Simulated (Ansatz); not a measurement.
Input and output of a dielectric-response calculation for Na₃BrO (Pm-3m, 5 atoms in the cell) (Ansatz, a program for electronic structure).

Computed with LDA (PW92), default PAW files made with PBE (plane waves; Ansatz).

```xyz
5
Lattice="4.5105 0.0000 0.0000 0.0000 4.5105 0.0000 0.0000 0.0000 4.5105" Properties=species:S:1:pos:R:3 pbc="T T T"
Na     0.0000     2.2552     2.2552
Na     2.2552     0.0000     2.2552
Na     2.2552     2.2552     0.0000
Br     0.0000     0.0000     0.0000
O      2.2552     2.2552     2.2552
```

Reference input (self-consistent single point, DFT, LDA (PW92), plane waves, default PAW files made with PBE): basis.ecutwfc = 420 eV; kpoints.mp_grid.grid = 6 6 6; hamiltonian.xc = lda; hamiltonian.pseudopotentials = {kind: paw} (the program's default PAW files); scf.occupations.method = fermi_dirac; scf.occupations.width = 0.02 eV. This run's input differs from it in these lines:

Ansatz 0.2 input:
```diff
@@ -13,3 +13,3 @@
 basis:
-  ecutwfc: 420.0
+  ecutwfc: 545.0
 kpoints:
@@ -20,7 +20,4 @@
 scf:
-  occupations: { method: fermi_dirac, width: 0.02 }
-output:
-  forces: true
-  eigenvalues: true
-  stress: true
+  occupations: { method: fixed }
+dielectric: {}
```

Log, with long lists cut:

```
SCF iter   1: F=—  HF=-7653.563045 eV  |F-HF|=—  |Δ(HF+E_count)|=         —  Δρ=1.09e-2  dr2=8.32e-2  ethr=1.77e-3  ⟨swp⟩=5.6  Hψ=3661  notcnv=0  defer=105
all-band conjugate gradients solve this SCF's bands
preconditioner: auto → Resta (q_TF=auto, 2.376 Å⁻¹)
SCF iter   2: F=—  HF=-7653.540637 eV  |F-HF|=—  |Δ(HF+E_count)|=   2.24e-2  Δρ=5.80e-3  dr2=2.46e-2  ethr=2.08e-4  ⟨swp⟩=2.5  Hψ=1936  notcnv=0  defer=113
   [... lines left out ...]
SCF iter   5: F=—  HF=-7653.534533 eV  |F-HF|=—  |Δ(HF+E_count)|=   1.10e-4  Δρ=9.43e-5  dr2=1.02e-5  ethr=1.01e-6  ⟨swp⟩=2.2  Hψ=1213  notcnv=0  defer=51
SCF iter   6: F=—  HF=-7653.534532 eV  |F-HF|=—  |Δ(HF+E_count)|=   1.06e-6  Δρ=1.60e-5  dr2=2.43e-7  ethr=2.54e-8  ⟨swp⟩=2.0  Hψ=1194  notcnv=0  defer=42
SCF iter   7: F=—  HF=-7653.534531 eV  |F-HF|=—  |Δ(HF+E_count)|=   6.87e-7  Δρ=1.70e-6  dr2=2.76e-9  ethr=6.08e-10  ⟨swp⟩=2.6  Hψ=1296  notcnv=0  defer=42
SCF iter   8: F=-7653.534531 eV  HF=-7653.534531 eV  |F-HF|=2.55e-11  |Δ(HF+E_count)|=  9.83e-10  Δρ=2.23e-7  dr2=5.10e-11  ethr=1.00e-12  ⟨swp⟩=8.2  Hψ=4951  notcnv=0
SCF 1 converged in 8 iterations: F = -7653.534531 eV  dr2 = 5.10e-11
DFPT response loops at Γ: preconditioner auto → Resta (q_TF=auto, 2.376 Å⁻¹)  ε∞=5.6 (no band partly filled) …
── the response to a field inside a basis, on 6×6×6 k-points: an SCF that follows is theirs, and a resumed run solves both again ──
Crystal: 5 atoms, lattice volume = 91.762 Å³
Bands: 21, of which v1, the nominal top of the filled ones, is band 20 counted from 1 (19 counted from 0)
k-points: 10 of 216
Initial density: handed on by an earlier stage of this run
Initial wavefunctions: pseudopotential atomic-orbital guess (no wavefunctions were taken with the density)
Eigensolver: Dense (10 Hₖ)
   [... lines left out ...]
Free energy (F): -7653.534531 eV
Fermi energy:    3.392195 eV
   [... lines left out ...]
        -0.00000    0.00000   -1.21547
    site 4:
        -1.89718    0.00000    0.00000
        -0.00000   -1.89718    0.00000
         0.00000    0.00000   -1.89718
  Z* charge neutrality: 2.522e-3 e pre-enforcement
  solved inside a basis spanned on kpoints, on 6×6×6 k-points, its susceptibility summed on 10×10×10: ε∞ is read to err by 7.9e-3, Z* by 1.1e-2 e (field_mesh …
```

The run converged in 11 iterations. 

Summary of the result:
- Free energy E − TS (on the zero of these files) = -7653.5345 eV
- Top of the valence band (on the code's own zero) = 3.39 eV
- Gap on the k-point mesh = 1.92 eV
- ε∞ at this k-point mesh, which may be far from converged in small-gap cells (xx, yy, zz) = 3.30, 3.30, 3.30
- Born charges at this mesh (mean of the diagonal, e) = Na 1.04, Na 1.04, Na 1.04, Br -1.22, O -1.90

The starting cell comes from a database of computed structures (which also holds hypothetical and non-ambient phases and stackings), without a prior relaxation at this level. Its lattice was rescaled by up to half a per cent.

Cost on one core of a shared machine: roughly 50 s.
